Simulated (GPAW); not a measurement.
Input and output of a self-consistent single point for LiH (Fm-3m, 2 atoms in the cell) (GPAW)

Method of the run: PBE, GPAW PAW datasets PBE (gpaw-data 1.0.1) (plane waves; GPAW 25.7.0).

This input was run:

```python
from ase import Atoms
from ase.units import GPa
from gpaw import GPAW

atoms = Atoms(['Li', 'H'],
              cell=[[0.000000, 2.050200, 2.050200],
                    [2.050200, 0.000000, 2.050200],
                    [2.050200, 2.050200, 0.000000]],
              scaled_positions=[[0.000000, 0.000000, 0.000000],
                                [0.500000, 0.500000, 0.500000]],
              pbc=True)

calc = GPAW(mode={'name': 'pw', 'ecut': 800},
            xc='PBE',
            kpts={'size': (10, 10, 10), 'gamma': True},
            occupations={'name': 'fermi-dirac', 'width': 0.05},
            nbands=-8,
            convergence={'density': 1e-05, 'bands': -6},
            symmetry={'symmorphic': False, 'tolerance': 0.0005},
            maxiter=120,
            txt='-')

atoms.calc = calc

energy = atoms.get_potential_energy()
print('Energy (eV):', round(energy, 6))
forces = atoms.get_forces()
print('Forces (eV/Ang):')
print(forces.round(5))
stress = atoms.get_stress()
print('Stress (GPa, Voigt):', (stress / GPa).round(4))
```

Log, with long lists cut:

```
Input parameters:
  convergence: {bands: -6,
                density: 1e-05}
  kpts: {gamma: True,
         size: (10, 10, 10)}
  maxiter: 120
  mode: {ecut: 800,
         name: pw}
  nbands: -8
  occupations: {name: fermi-dirac,
                width: 0.05}
  symmetry: {symmorphic: False,
             tolerance: 0.0005}
  xc: PBE

species:
  Li:
    name: Lithium
    Z: 3.0
    valence: 1
    core: 2
    charge: 0.0
    file: Li.PBE.gz

    # Using partial waves for Li as LCAO basis

  H:
    name: Hydrogen
    Z: 1.0
    valence: 1
    core: 0
    charge: 0.0
    file: H.PBE.gz

    # Using partial waves for H as LCAO basis

Reference energy: -215.277982  # eV

Spin-paired calculation

Convergence criteria:
 Maximum [total energy] change in last 3 cyles: 0.0005 eV / valence electron
 Maximum integral of absolute [dens]ity change: 1e-05 electrons / valence electron
 Maximum integral of absolute [eigenst]ate change: 4e-08 eV^2 / valence electron
 Maximum number of scf [iter]ations: 120

Symmetries present (total): 48
Symmetries with fractional translations: 0
1000 k-points: 10 x 10 x 10 Monkhorst-Pack grid + [1/20,1/20,1/20]
47 k-points in the irreducible part of the Brillouin zone
       k-points in crystal coordinates                weights
   0:     0.00000000    0.00000000    0.00000000          1/1000
   1:     0.10000000    0.10000000    0.00000000          6/1000
   2:     0.10000000    0.10000000    0.10000000          8/1000
   [... 7 lines left out ...]
          ...
  46:     0.50000000    0.50000000    0.50000000          4/1000

Wave functions: Plane wave expansion
  Cutoff energy: 800.000 eV
  Number of coefficients (min, max): 877, 903
  Pulay-stress correction: 0.000000 eV/Ang^3 (de/decut=0.000000)

Occupation numbers: Fermi-Dirac:
  width: 0.0500  # eV

Eigensolver

Densities:
  Coarse grid: 20*20*20 grid
  Fine grid: 40*40*40 grid
  Total Charge: 0.000000

Density mixing:
  Method: separate
  Backend: pulay
  Linear mixing parameter: 0.05
  old densities: 5
  Damping of long wavelength oscillations: 50

Hamiltonian:
  XC and Coulomb potentials evaluated on a 40*40*40 grid
  External potential:
    NoExternalPotential

XC parameters: PBE with 2 nearest neighbor stencil

Number of atoms: 2
Number of atomic orbitals: 5
Number of bands in calculation: 9
Number of valence electrons: 2
Bands to converge: 3

Density initialized from atomic densities
  5 bands from LCAO basis set
  4 bands from random numbers

Atomic positions and initial magnetic moments

Positions:
   0 Li     0.000000    0.000000    0.000000    ( 0.0000,  0.0000,  0.0000)
   1 H      2.050200    2.050200    2.050200    ( 0.0000,  0.0000,  0.0000)

Unit cell:
           periodic     x           y           z      points  spacing
  1. axis:    yes    0.000000    2.050200    2.050200    20     0.1184
  2. axis:    yes    2.050200    0.000000    2.050200    20     0.1184
  3. axis:    yes    2.050200    2.050200    0.000000    20     0.1184

  Lengths:   2.899421   2.899421   2.899421
  Angles:   60.000000  60.000000  60.000000

Effective grid spacing dv^(1/3) = 0.1292

     iter     time        total  log10-change:
                         energy   eigst   dens
iter:   1 --:--:--    -6.288918   +1.40
iter:   2 --:--:--    -6.264441   -0.82  -0.56
iter:   3 --:--:--    -6.100734   -2.01  -0.59
iter:   4 --:--:--    -6.100749   -4.18  -1.58
iter:   5 --:--:--    -6.101467c  -2.79  -1.59
iter:   6 --:--:--    -6.101448c  -5.05  -2.95
iter:   7 --:--:--    -6.101437c  -5.97  -3.25
iter:   8 --:--:--    -6.101431c  -5.29  -3.62
iter:   9 --:--:--    -6.101431c  -6.25  -4.09
iter:  10 --:--:--    -6.101431c  -8.74c -4.35
iter:  11 --:--:--    -6.101431c  -7.80c -4.60
iter:  12 --:--:--    -6.101431c  -9.52c -5.85c

Converged after 12 iterations.

Dipole moment: (-0.000000, 0.000000, -0.000000) |e|*Ang

Energy contributions relative to reference atoms: (reference = -215.277982)

Kinetic:         +5.113917
Potential:       -5.492992
External:        +0.000000
XC:              -5.712704
Entropy (-ST):   -0.000000
Local:           -0.009652
SIC:             +0.000000
--------------------------
Free energy:     -6.101431
Extrapolated:    -6.101431

Showing only first 2 kpts
 Kpt  Band  Eigenvalues  Occupancy
  0     0     -5.65909    2.00000
  0     1     14.75568    0.00000
  0     2     16.85327    0.00000

  1     0     -5.42498    2.00000
  1     1     13.59627    0.00000
  1     2     15.28549    0.00000

Fermi level: 0.46821

Gap: 3.012 eV
Transition (v -> c):
  (s=0, k=41, n=0, [0.50, 0.50, 0.00]) -> (s=0, k=41, n=1, [0.50, 0.50, 0.00])
No difference between direct/indirect transitions
Energy (eV): -6.101431

Forces in eV/Ang:
  0 Li   -0.00000    0.00000    0.00000
  1 H    -0.00000    0.00000    0.00000

Stress tensor:
     0.011490     0.000000     0.000000
     0.000000     0.011490     0.000000
     0.000000     0.000000     0.011490
Stress (GPa, Voigt): [1.8409 1.8409 1.8409 0.     0.     0.    ]
```

The run converged in 12 iterations. GPAW prints stress with tension positive.

The starting cell has typed, rounded lattice constants, without a prior relaxation at this level. Its lattice was rescaled by up to half a per cent.
